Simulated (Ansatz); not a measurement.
## Al: biaxial strain +0.50 %, plane normal [001], relaxed out of plane

The reference is Al in the fcc (Cu type) structure (space group Fm-3m, No. 225; a = 4.0155 Å; relaxed with 0.1 eV smearing). Axes: x, y, z lie along the cube axes.

One thing is altered: tensile biaxial strain of 0.50 % in the plane normal to [001], as in epitaxy on a mismatched substrate; the out-of-plane cell vector and the atoms relax.

Computed with PBEsol in Ansatz (plane waves to 420 eV, PAW, no SOC). k-mesh 28×28×28 (Γ-centred); smearing 0.1 eV (Fermi–Dirac).

The volume per atom grows by 0.06 Å³, from 16.19 Å³ to 16.25 Å³ and the shortest interatomic distance is nearly the same (283.9 pm against 283.8 pm). The energy stays essentially unchanged and the pressure (mean of the normal stresses, compression positive) goes from zero to -0.3 GPa. The band gap stays zero and the out-of-plane strain comes out as -0.60 %.

Cost of the whole job for the changed cell (relaxation, final SCF and bands): roughly 50 core-seconds.

No phonon test of stability was made.

Ansatz is a quantum-chemistry and plane-wave program.
